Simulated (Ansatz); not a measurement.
Worked example: self-consistent single point of BiAu2 (Fd-3m, 6 atoms in the cell) in Ansatz (a program for electronic structure).

Computed with PBEsol, default PAW files made with PBE (plane waves; Ansatz).

```
CELL_PARAMETERS angstrom
      0.00000     4.01324     4.01324
      4.01324     0.00000     4.01324
      4.01324     4.01324     0.00000
ATOMIC_POSITIONS crystal
  Bi 0.50000 0.50000 0.50000
  Bi 0.75000 0.75000 0.75000
  Au 0.12500 0.12500 0.62500
  Au 0.12500 0.62500 0.12500
  Au 0.12500 0.12500 0.12500
  Au 0.62500 0.12500 0.12500
```

Reference input (self-consistent single point, DFT, PBEsol, plane waves, default PAW files made with PBE): kpoints.mp_grid.grid = 9 9 9; hamiltonian.xc = pbesol; hamiltonian.pseudopotentials = {kind: paw} (the program's default PAW files); scf.occupations.method = cold; scf.occupations.width = 0.272 eV. This run's input differs from it in these lines:

Ansatz 0.2 input:
```diff
@@ -15,3 +15,3 @@
   mp_grid:
-    grid: [9, 9, 9]
+    grid: [10, 10, 10]
 hamiltonian:
@@ -23,3 +23,3 @@
     method: cold
-    width: 0.272
+    width: 0.1
 output:
```

The program printed (abridged):

```
SCF iter   1: F=—  HF=-76512.740827 eV  |F-HF|=—  |Δ(HF+E_count)|=         —  Δρ=5.25e-3  dr2=3.06e-2  ethr=1.77e-3  ⟨swp⟩=6.1  Hψ=11017  notcnv=0  defer=36
all-band conjugate gradients solve this SCF's bands
preconditioner: auto → Kerker (q_TF=auto, 2.640 Å⁻¹)
SCF iter   2: F=—  HF=-76512.734614 eV  |F-HF|=—  |Δ(HF+E_count)|=   6.21e-3  S|Δr|=    0.00e0  Δρ=2.27e-3  dr2=5.93e-3  ethr=2.88e-5  ⟨swp⟩=2.6  Hψ=5168  notcnv=0  defer=48
   [... lines left out ...]
SCF iter   5: F=—  HF=-76512.732510 eV  |F-HF|=—  |Δ(HF+E_count)|=   3.04e-5  S|Δr|=    0.00e0  Δρ=4.06e-5  dr2=1.28e-6  ethr=9.58e-8  ⟨swp⟩=2.0  Hψ=4032  notcnv=0  defer=48
SCF iter   6: F=—  HF=-76512.732519 eV  |F-HF|=—  |Δ(HF+E_count)|=   9.80e-6  S|Δr|=    0.00e0  Δρ=9.70e-6  dr2=8.96e-8  ethr=9.43e-11  ⟨swp⟩=8.9  Hψ=16897  notcnv=0
SCF iter   7: F=-76512.732519 eV  HF=-76512.732519 eV  |F-HF|=8.99e-9  |Δ(HF+E_count)|=   1.05e-8  S|Δr|=    0.00e0  Δρ=2.72e-6  dr2=1.50e-8  ethr=8.46e-11  ⟨swp⟩=2.9  Hψ=9762  notcnv=0
SCF 1 converged in 7 iterations: F = -76512.732519 eV  dr2 = 1.50e-8
Stability not checked (fill_not_monotonic)
Free energy (F): -76512.732519 eV
Internal energy: -76512.733963 eV  (E = F + TS)
E sigma→0 (E₀):  -76512.733001 eV
Entropy (-TS):   0.001444 eV (0.241 meV/atom)
Fermi energy:    16.319330 eV
--- Forces (eV/Å), atoms counted from 1 ---
  atom   1  Bi     0.00000000    -0.00000000     0.00000000
   [... zero for the other atoms too ...]
--- Stress (GPa, compression-positive) ---
       -3.478827       0.000000       0.000000
        0.000000      -3.478827       0.000000
        0.000000       0.000000      -3.478827
  P = ⅓ Tr σ = -3.4788 GPa (-34.788 kbar)
  The stress holds the Pulay correction. Without it, at fixed plane waves, as pw.x and ABINIT print it: P = -3.5198 GPa
```

The run converged in 7 iterations. Against the reference run the free energy drops by 1.9 meV/atom and the pressure hardly changes (-3.49 to -3.48 GPa).

The starting cell comes from a database of computed structures (which also holds hypothetical and non-ambient phases and stackings), without a prior relaxation at this level. With a pressure of about -3 GPa the cell is away from its equilibrium volume at this level. Ansatz's pressure includes its estimate of the finite-basis (Pulay) stress.
